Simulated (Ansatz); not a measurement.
Fluorite HfO2 (high-temperature phase), treated with rVV10 (PAW; Ansatz, an electronic-structure program).

Input file:

Ansatz 0.2 input:
```yaml
crystal:
  lattice:
    - [0.0, 2.5768126888, 2.5768126888]
    - [2.5768126888, 0.0, 2.5768126888]
    - [2.5768126888, 2.5768126888, 0.0]
  atoms:
    - { symbol: Hf, position: [0.0, 0.0, 0.0] }
    - { symbol: O, position: [0.25, 0.25, 0.25] }
    - { symbol: O, position: [0.75, 0.75, 0.75] }
basis:
  ecutwfc: 520
  ecutrho_ratio: 4
  xc_grid: 2
kpoints:
  mp_grid: { grid: [12, 12, 12] }
hamiltonian:
  xc: { exchange: rpw86, correlation: pbe }
  dispersion: rvv10
  pseudopotentials: { kind: paw }
scf:
  occupations: { method: fermi_dirac, width: 0.01 }
  convergence: { dr2_threshold: 0.0000000003 }
output:
  forces: true
  stress: true
  eigenvalues: true
```

How many irreducible k-points, plane waves at Γ does the program set up, and what pressure does the run end with?

72 irreducible k-points, 941 plane waves at Γ; P = -4.66 GPa, so the cell is stretched on average and its volume would shrink at this level.

Excerpt of the program's output:

```
Crystal: 3 atoms, lattice volume = 34.220 Å³
Basis set: ecut = 520 eV, 941 PW (Γ), exchange–correlation on 60×60×60 points (8 copies of the dense FFT grid, shifted against one another)
Bands: 23, of which v1, the nominal top of the filled ones, is band 19 counted from 1 (18 counted from 0)
Symmetry: 48 space group operations
Space group: Fm-3m (ITA 225), of the structure as read, at distance tolerance 3.2e-5 Å
k-points: 72 of 1728
Functional: x = rpw86, c = pbe(β = 0.06672455060314922) + rvv10(b = 6.3, C = 0.0093)
SCF iter   1: F=—  HF=-16936.152345 eV  |F-HF|=—  |Δ(HF+E_count)|=         —  Δρ=2.00e-2  dr2=1.00e-1
SCF iter   2: F=—  HF=-16936.140868 eV  |F-HF|=—  |Δ(HF+E_count)|=   1.15e-2  Δρ=1.39e-2  dr2=6.31e-2
  ...
SCF iter   8: F=—  HF=-16936.123139 eV  |F-HF|=—  |Δ(HF+E_count)|=   1.32e-9  Δρ=1.36e-6  dr2=3.10e-10
SCF iter   9: F=-16936.123139 eV  HF=-16936.123139 eV  |F-HF|=1.09e-11  |Δ(HF+E_count)|=  8.73e-11  Δρ=4.30e-8  dr2=1.57e-13
SCF 1 converged in 9 iterations: F = -16936.123139 eV  dr2 = 1.57e-13
SCF converged after 9 iterations
Free energy (F): -16936.123139 eV
Internal energy: -16936.123139 eV  (E = F + TS)
E sigma→0 (E₀):  -16936.123139 eV
Fermi energy:    16.919558 eV
--- Forces (eV/Å), atoms counted from 1 ---
  atom   1  Hf    -0.00000000     0.00000000    -0.00000000
  atom   2  O     -0.00000000     0.00000000     0.00000000
  atom   3  O     -0.00000000    -0.00000000     0.00000000
--- Stress (GPa, compression-positive) ---
       -4.663111       0.000000      -0.000000
       -0.000000      -4.663111       0.000000
       -0.000000      -0.000000      -4.663111
  P = ⅓ Tr σ = -4.6631 GPa (-46.631 kbar)
```

The cell is one volume of an energy–volume scan, off the minimum.

The PAW data were made under PBE.

Note: symmetry holds this phase in the static calculation, where it need not be a minimum. Note: held by symmetry at 0 K, a high-temperature phase can be a saddle point.
